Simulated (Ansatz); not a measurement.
An Ansatz (a first-principles code) run: CdI2 with a change (uniaxial strain ε_zz = +2.50 %); PBE-D3(BJ) (Ansatz, PAW, without spin-orbit coupling).

Input:

Ansatz 0.2 input:
```yaml
crystal:
  lattice:
    - [4.2421567959, 0, 0]
    - [-2.121078398, 3.6738155521, 0]
    - [0, 0, 6.9930410496]
  atoms:
    - { symbol: Cd, position: [0, 0, 0] }
    - { symbol: I, position: [0.3333333333, 0.6666666667, 0.2535958125] }
    - { symbol: I, position: [0.6666666667, 0.3333333333, 0.7464041875] }
basis: { ecutwfc: 420, ecutrho_ratio: 4, xc_grid: 2, fft_grid_basis: typed }
kpoints: { mp_grid: { grid: [9, 9, 5] } }
hamiltonian:
  xc: pbe
  dispersion: d3bj
  pseudopotentials: { kind: paw }
scf: { occupations: { method: fermi_dirac, width: 0.05 }, convergence: { dr2_threshold: 0.0000000003 } }
relax: { f_tol: 0.005, max_steps: 50 }
output: { forces: true, stress: true }
checkpoint: { write: state.ck, write_every: 1000 }
```

Output (explanatory and most iteration lines left out):

```
Relaxation: its limit of steps is 50 (relax.max_steps)
Pseudopotential: Cd, paw, valence charge 20
Pseudopotential: I, paw, valence charge 17
Crystal: 3 atoms, lattice volume = 108.986 Å³
Basis set: ecut = 420 eV, 2105 PW (Γ), exchange–correlation on 60×60×96 points (8 copies of the dense FFT grid, shifted against one another)
Bands: 33, of which v1, the nominal top of the filled ones, is band 27 counted from 1 (26 counted from 0)
Symmetry: 12 space group operations
Space group: P-3m1 (ITA 164), of the structure as read, at distance tolerance 4.8e-5 Å
k-points: 50 of 405
Functional: x = pbe(κ = 0.804, μ = 0.2195149727645171), c = pbe(β = 0.06672455060314922)
SCF iter   1: F=—  HF=-23282.979858 eV  |F-HF|=—  |Δ(HF+E_count)|=         —  Δρ=6.06e-4  dr2=6.72e-4  ethr=1.77e-3  ⟨swp⟩=7.8  Hψ=7586  notcnv=0  defer=15
SCF iter   2: F=—  HF=-23282.980067 eV  |F-HF|=—  |Δ(HF+E_count)|=   2.09e-4  Δρ=3.94e-4  dr2=5.01e-4  ethr=1.25e-6  ⟨swp⟩=3.8  Hψ=3956  notcnv=0  defer=43
SCF 1 converged in 10 iterations: F = -23282.980146 eV  dr2 = 6.24e-12
relax step   1: F+E_penalty+E_count = -23282.98014564 eV  Δ(F+E_penalty+E_count) = +0.000e0 eV  max|allowed force component| = 1.789e-1 eV/Å  Δτ_max = 0.0000 Å  (10 SCF iters, accepted)
Crystal: 3 atoms, lattice volume = 108.986 Å³
SCF iter   1: F=—  HF=-23282.988044 eV  |F-HF|=—  |Δ(HF+E_count)|=         —  Δρ=2.96e-3  dr2=1.67e-2  ethr=3.37e-5  ⟨swp⟩=1.9  Hψ=5946  notcnv=0  defer=59
SCF iter   2: F=—  HF=-23282.983730 eV  |F-HF|=—  |Δ(HF+E_count)|=   4.31e-3  Δρ=1.18e-3  dr2=1.42e-3  ethr=3.08e-5  ⟨swp⟩=2.0  Hψ=2545  notcnv=0  defer=59
SCF 2 converged in 9 iterations: F = -23282.983397 eV  dr2 = 8.96e-11
relax step   2: F+E_penalty+E_count = -23282.98339721 eV  Δ(F+E_penalty+E_count) = -3.252e-3 eV  max|allowed force component| = 1.273e-1 eV/Å  Δτ_max = 0.0584 Å  (9 SCF iters, accepted)
Crystal: 3 atoms, lattice volume = 108.986 Å³
SCF iter   1: F=—  HF=-23282.987284 eV  |F-HF|=—  |Δ(HF+E_count)|=         —  Δρ=1.30e-3  dr2=3.03e-3  ethr=5.52e-5  ⟨swp⟩=5.3  Hψ=4051  notcnv=0  defer=61
SCF iter   2: F=—  HF=-23282.986457 eV  |F-HF|=—  |Δ(HF+E_count)|=   8.27e-4  Δρ=4.97e-4  dr2=2.89e-4  ethr=5.61e-6  ⟨swp⟩=2.0  Hψ=2656  notcnv=0  defer=61
SCF 3 converged in 8 iterations: F = -23282.986392 eV  dr2 = 1.30e-10
relax step   3: F+E_penalty+E_count = -23282.98639164 eV  Δ(F+E_penalty+E_count) = -2.994e-3 eV  max|allowed force component| = 5.285e-3 eV/Å  Δτ_max = 0.0247 Å  (8 SCF iters, accepted)
Crystal: 3 atoms, lattice volume = 108.986 Å³
SCF iter   1: F=—  HF=-23282.986412 eV  |F-HF|=—  |Δ(HF+E_count)|=         —  Δρ=5.53e-5  dr2=5.55e-6  ethr=1.03e-7  ⟨swp⟩=2.5  Hψ=3230  notcnv=0  defer=61
SCF iter   2: F=—  HF=-23282.986396 eV  |F-HF|=—  |Δ(HF+E_count)|=   1.60e-5  Δρ=2.13e-5  dr2=5.04e-7  ethr=1.03e-8  ⟨swp⟩=2.0  Hψ=2850  notcnv=0  defer=61
SCF 4 converged in 6 iterations: F = -23282.986397 eV  dr2 = 5.58e-11
relax step   4: F+E_penalty+E_count = -23282.98639691 eV  Δ(F+E_penalty+E_count) = -5.269e-6 eV  max|allowed force component| = 2.967e-4 eV/Å  Δτ_max = 0.0011 Å  (6 SCF iters, accepted)
SCF converged after 6 iterations
Free energy (F): -23282.986397 eV
Internal energy: -23282.986397 eV  (E = F + TS)
E sigma→0 (E₀):  -23282.986397 eV
Fermi energy:    7.201811 eV
  E_disp       = -0.979766  (pairwise vdW)
--- Forces (eV/Å), atoms counted from 1 ---
  atom   1  Cd     0.00000000    -0.00000000     0.00000000
  atom   2  I      0.00000000     0.00000000     0.00029669
  atom   3  I     -0.00000000    -0.00000000    -0.00029669
--- Stress (GPa, compression-positive) ---
       -0.167194      -0.000000      -0.000000
       -0.000000      -0.167194       0.000000
       -0.000000       0.000000      -0.439008
  P = ⅓ Tr σ = -0.2578 GPa (-2.578 kbar)
--- Relaxed structure (4 steps of the walk, 4 accepted, 0 SCFs on fresh bases) ---
  atoms:
    - { symbol: Cd, position: [1.089740337898614e-34, -3.9317364681104044e-35, 4.590110679857938e-35] }
    - { symbol: I, position: [0.33333333333333337, 0.6666666666666666, 0.2486300111470989] }
    - { symbol: I, position: [0.6666666666666666, 0.3333333333333333, 0.7513699888529011] }
```

With I present, leaving out spin-orbit coupling can change the band edges. Whether these cells are dynamically stable was not tested. The cell was made from CdI₂ in the CdI2 type structure (space group P-3m1, No. 164; layered, stacked along the Cartesian z axis) by this change: uniaxial strain ε_zz = +2.50 %.
